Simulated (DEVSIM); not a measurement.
Structure: W/Si3N4/n-Si capacitor, at 400 K.

```
layer (left to right)  material  thickness (nm)  Nd (cm⁻³)
---------------------  --------  --------------  ---------
1                         Si3N4            3.00          -
2                            Si            5200     1.2e16
```

Metal gate on the left, work function 4.6 eV. Fixed charge at the semiconductor interface 4.4e11 cm⁻² (in units of +e); no interface traps.

This is a model device: material constants are rounded textbook-type values typed into the input, and sizes, dopings and lifetimes were drawn at random. Values at 300 K; Nc and Nv go as T^1.5, mobilities as T to minus their exponent, the gap by Varshni's rule with the affinity fixed.

```tsv
parameter	Si3N4	Si
gap (eV)	5.1	1.124
affinity (eV)	2.1	4.05
permittivity	7.5	11.7
Nc (cm⁻³)	-	2.86e19
Nv (cm⁻³)	-	3.1e19
Varshni α (eV/K)	-	0.000473
Varshni β (K)	-	636
```

Model (solved in DEVSIM): 1D Poisson equation in equilibrium, Boltzmann statistics, complete ionisation; no quantum confinement or tunnelling. Metal contacts follow the ideal Schottky-Mott rule: no Fermi-level pinning, no interface dipoles.

The Si3N4 thickness was swept, all else fixed.

```csv
Si3N4 thickness (μm),minimum of the low-frequency capacitance (μF/cm²),capacitance of the dielectric stack (μF/cm²),threshold voltage (band bending 2φF) (V),flat-band voltage (V)
0.0012,0.0531,5.53,-0.28,0.25
0.0017,0.0525,3.91,-0.29,0.25
0.0021,0.0521,3.16,-0.30,0.24
0.0026,0.0519,2.55,-0.31,0.24
0.003,0.0517,2.21,-0.31,0.24
0.0036,0.0517,1.84,-0.32,0.23
```

From the first row to the last the minimum of the low-frequency capacitance goes from 0.0531 to 0.0517. From the first row to the last the capacitance of the dielectric stack goes from 5.53 to 1.84.
